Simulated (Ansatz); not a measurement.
Computed with PBE (plane waves to 420 eV, PAW; Ansatz, a first-principles code).

Electrostatic potential energy of an electron, averaged over planes parallel to the surface, in eV from the Fermi level, for a constructed model of the (111) surface of fcc Rh, a layer of Ti in place of the second plane (bottom of the slab: a bare face, its two planes held):

(z (Å), V (eV)): (3.72, 5.13); (4.01, 5.13); (4.30, 5.13); (4.58, 5.13); (4.87, 5.12); (5.16, 5.11); (5.44, 5.08); (5.73, 5.02); (6.02, 4.90); (6.30, 4.63); (6.59, 4.06); (6.88, 2.83); (7.16, 0.01); (7.45, -7.72); (7.73, -18.48); (8.02, -25.11); (8.31, -23.62); (8.59, -14.93); (8.88, -4.71); (9.17, -0.40); (9.45, -2.46); (9.74, -11.31); (10.03, -21.45); (10.31, -25.85); (10.60, -22.14); (10.89, -12.32); (11.17, -3.19); (11.46, -0.92); (11.74, -5.47); (12.03, -15.73); (12.32, -24.10); (12.60, -25.18); (12.89, -18.33); (13.18, -7.67); (13.46, -0.78); (13.75, -0.01); (14.04, -4.62); (14.32, -14.88); (14.61, -23.70); (14.90, -25.37); (15.18, -18.91); (15.47, -8.47); (15.76, -1.87); (16.04, -2.24); (16.33, -7.34); (16.61, -12.79); (16.90, -15.40); (17.19, -14.64); (17.47, -10.59); (17.76, -4.82); (18.05, -2.12); (18.33, -6.79); (18.62, -16.92); (18.91, -24.53); (19.19, -24.42); (19.48, -16.57); (19.77, -5.93); (20.05, 0.55); (20.34, 2.81); (20.62, 3.80); (20.91, 4.25); (21.20, 4.46); (21.48, 4.56); (21.77, 4.61); (22.06, 4.63); (22.34, 4.64); (22.63, 4.64); (22.92, 4.64); (23.20, 4.65); (23.49, 4.65)

Slab: 6 atoms, 11.3 Å thick at the start with caps and adatoms (thin: gaps and levels are the slab's own); k 16x16x1, smearing 0.1 eV, dipole-corrected; 2 atoms held, the rest relaxed; held to the start's symmetry, so lower structures may exist; no spin, no spin-orbit, no U. In PBE it is, or lies within 0.01 eV a 1x1 cell of, the lowest of the 2 structures of its composition computed so far; subsurface sites and larger cells were not tried.

Task: The surface cell has an area of 6.35 Å². What dipole along the normal does the step between the two vacuum levels imply?

Result: the top vacuum level lies 0.49 eV below the bottom one; p = −ε₀ A ΔV (ε₀ = 0.005526 e/(V·Å)) gives 0.02 e·Å a cell.
